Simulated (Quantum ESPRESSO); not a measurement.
Input and output of a self-consistent single point for InPd (Pm-3m, 2 atoms in the cell) (Quantum ESPRESSO).

Level of theory: PBE, spin-orbit coupling, PSlibrary fully relativistic ultrasoft (PBE) pseudopotentials (plane waves; Quantum ESPRESSO).

```yaml
crystal:
  lattice:
    - [3.29806, 0.00000, 0.00000]
    - [0.00000, 3.29806, 0.00000]
    - [0.00000, 0.00000, 3.29806]
  atoms:
    - { symbol: In, position: [0.00000, 0.00000, 0.00000] }
    - { symbol: Pd, position: [0.50000, 0.50000, 0.50000] }
```

Reference input (self-consistent single point, DFT, PBE, plane waves, PSlibrary ultrasoft (PBE) pseudopotentials): ecutwfc = 50 Ry; ecutrho = 600 Ry; occupations = smearing; smearing = gauss; degauss = 0.0147 Ry; potentials = {In: In.pbe-dn-rrkjus_psl.1.0.0.UPF, Pd: Pd.pbe-n-rrkjus_psl.1.0.0.UPF}; K_POINTS = automatic 13 13 13 0 0 0; conv_thr = 1e-10 Ry; mixing_beta = 0.7. This run's input differs from it in these lines:

```diff
@@ -18,2 +18,4 @@
  degauss = 0.0147
+ noncolin = .true.
+ lspinorb = .true.
 /
@@ -24,4 +26,4 @@
 ATOMIC_SPECIES
-In   114.8180  In.pbe-dn-rrkjus_psl.1.0.0.UPF
-Pd   106.4200  Pd.pbe-n-rrkjus_psl.1.0.0.UPF
+In   114.8180  In.rel-pbe-dn-rrkjus_psl.1.0.0.UPF
+Pd   106.4200  Pd.rel-pbe-n-rrkjus_psl.1.0.0.UPF
 ATOMIC_POSITIONS crystal
```

The program printed (abridged):

```
     Self-consistent Calculation

     iteration #  1     ecut=    50.00 Ry     beta= 0.70

     Threshold (ethr) on eigenvalues was too large:
     Diagonalizing with lowered threshold

     total energy              =    -207.98221928 Ry
     estimated scf accuracy    <       0.03829872 Ry

     iteration #  2     ecut=    50.00 Ry     beta= 0.70

     total energy              =    -207.98838224 Ry
     estimated scf accuracy    <       0.01009701 Ry

     iteration #  3     ecut=    50.00 Ry     beta= 0.70

     total energy              =    -207.99020379 Ry
     estimated scf accuracy    <       0.00674822 Ry

   [... 4 blocks of this kind left out ...]

     iteration #  8     ecut=    50.00 Ry     beta= 0.70

     total energy              =    -207.99168772 Ry
     estimated scf accuracy    <          5.7E-10 Ry

     iteration #  9     ecut=    50.00 Ry     beta= 0.70
     End of self-consistent calculation

     the Fermi energy is    14.1390 ev

!    total energy              =    -207.99168772 Ry
     estimated scf accuracy    <          2.0E-12 Ry
     smearing contrib. (-TS)   =      -0.00118931 Ry
     internal energy E=F+TS    =    -207.99049841 Ry

     convergence has been achieved in   9 iterations

     Forces acting on atoms (cartesian axes, Ry/au):

     atom    1 type  1   force =     0.00000000    0.00000000    0.00000000
     atom    2 type  2   force =     0.00000000    0.00000000    0.00000000

     Total force =     0.000000     Total SCF correction =     0.000000

          total   stress  (Ry/bohr**3)                   (kbar)     P=       -2.14
  -0.00001452   0.00000000   0.00000000           -2.14        0.00        0.00
   0.00000000  -0.00001452   0.00000000            0.00       -2.14        0.00
   0.00000000   0.00000000  -0.00001452            0.00        0.00       -2.14

   JOB DONE.
```

The run converged in 9 iterations. Against the reference run the pressure moves little (-0.15 to -0.21 GPa).

The starting cell comes from a database of computed structures (which also holds hypothetical and non-ambient phases and stackings), without a prior relaxation at this level. Its lattice was rescaled by a random factor within 2.5 % of one.

Cost on one core of a shared machine: roughly 3 min.
